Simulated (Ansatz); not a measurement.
ZrO2 (space group P4_2/nmc, No. 137)

```yaml
crystal:
  lattice:
    - [3.62104, 0.00000, 0.00000]
    - [0.00000, 3.62104, 0.00000]
    - [0.00000, 0.00000, 5.28279]
  atoms:
    - { symbol: Zr, position: [0.00000, 0.00000, 0.00000] }
    - { symbol: Zr, position: [0.50000, 0.50000, 0.50000] }
    - { symbol: O, position: [0.00000, 0.50000, 0.19278] }
    - { symbol: O, position: [0.00000, 0.50000, 0.69278] }
    - { symbol: O, position: [0.50000, 0.00000, 0.30722] }
    - { symbol: O, position: [0.50000, 0.00000, 0.80722] }
```

Method: PBE, PAW, 420 eV (Ansatz, a program for electronic structure; no spin-orbit coupling). Settings: 9×9×6 k-points, 0.05 eV Fermi–Dirac smearing.

| Quantity | Result |
|---|---|
| Volume per atom | 11.54 Å³ |
| Density | 5.91 g/cm³ |
| Band gap | 4.04 eV, indirect, k = (0.222, 0.222, 0) in the run's primitive reciprocal basis → Γ |
| Electron mass | 2.3 mₑ along c, 0.61 mₑ across |
| Total energy | -1774.641 eV/atom (σ→0; compares only within this code and set-up) |

Masses are band curvatures over ±0.01 Å⁻¹ around the edge. No phonon test of stability was made. This is not the structure that ZrO2 has at room temperature and ambient pressure.
